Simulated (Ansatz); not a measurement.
Consider ZrS$_{2}$ in the CdI2 type structure (space group P-3m1, No. 164; a = 3.5781 Å, c = 5.5401 Å; layered, stacked along the Cartesian z axis). Axes: x lies along a and z along c of the hexagonal cell.

Computed with DFT with PBEsol-D3(BJ), PAW potentials and a 420 eV plane-wave cutoff in Ansatz (a first-principles code), no spin-orbit coupling.

For the base:

The shortest interatomic distance is 2.534 Å.

Now apply this change: the cell is compressed by 1.50 % along z with no lateral relaxation; the atoms relax in the strained cell.

**Question.** What does the calculation give for the largest internal atomic displacement after the change?

**Answer.** The largest internal atomic displacement amounts to 0.017 Å.

**Question.** What does the calculation give for the shortest interatomic distance after the change?

**Answer.** The shortest interatomic distance decreases by 0.0031 Å, from 2.534 Å to 2.530 Å.

**Question.** How does this affect the stress?

**Answer.** The stress (xx, yy, zz, yz, xz, xy; compression positive) comes out as (0.25, 0.25, 1.22, 0.00, 0.00, 0.00) GPa.

Stability against distortions was not tested.
